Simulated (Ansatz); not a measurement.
Consider SiC in the zinc blende structure (space group F-43m, No. 216; a = 4.356 Å).

Method: r2SCAN (Ansatz, a quantum-chemistry and plane-wave program, PAW, no spin-orbit coupling).

One change was made to it. Results:

The smallest direct gap grows by 0.046 eV to 5.09 eV; the band gap falls by 0.026 eV to 1.69 eV; the volume per atom drops by 0.37 Å³, from 10.33 Å³ to 9.96 Å³; the electron mass becomes 0.63 mₑ along k, 0.22 mₑ across (at X) (base: 0.64 mₑ along k, 0.23 mₑ across (at X)).

Q: Which of these changes matches the shifts?
A) pressure 0.9 GPa
B) pressure 2.1 GPa
C) pressure 9 GPa
D) pressure 30 GPa

A: C, pressure 9 GPa. For comparison, the electron mass in the other runs: pressure 30 GPa gives 0.61 mₑ along k, 0.22 mₑ across (at X); pressure 0.9 GPa gives 0.64 mₑ along k, 0.23 mₑ across (at X); pressure 2.1 GPa gives 0.64 mₑ along k, 0.23 mₑ across (at X).

Load acts through the strain it causes; cell and atoms are relaxed under it. Masses are band curvatures over ±0.01 Å⁻¹ around the edge. Along k means along the line from Γ to the band edge. No phonon test of stability was made. Competing high-pressure phases were not computed.
